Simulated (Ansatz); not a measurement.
Ir: isotropic strain +3.37 %

Take Ir in the fcc (Cu type) structure (space group Fm-3m, No. 225; a = 3.871 Å; relaxed with 0.1 eV smearing) as the base.

The change: an isotropic linear strain of +3.37 %, atoms relaxed at fixed cell.

Computed with PBE in Ansatz (plane waves to 420 eV, PAW, no spin-orbit coupling), earlier PAW set. Settings: 29×29×29 k-points, 0.1 eV Fermi–Dirac smearing.

- Volume per atom: 16.02 Å³ (base 14.50 Å³)
- Space group: Fm-3m (No. 225) (base Fm-3m (No. 225))
- Shortest interatomic distance: 2.830 Å (base 2.737 Å)
- Energy relative to the base (free energy F): +140 meV/atom
- Pressure: -26.6 GPa (base 0.0 GPa)
- Band gap: zero (base zero)

Final structure:

```yaml
crystal:
  lattice:
    - [0.00000, 2.00086, 2.00086]
    - [2.00086, 0.00000, 2.00086]
    - [2.00086, 2.00086, 0.00000]
  atoms:
    - { symbol: Ir, position: [0.00000, 0.00000, 0.00000] }
```

No phonon test of stability was made. The final runs are not spin-polarised.

Ansatz is a first-principles code.
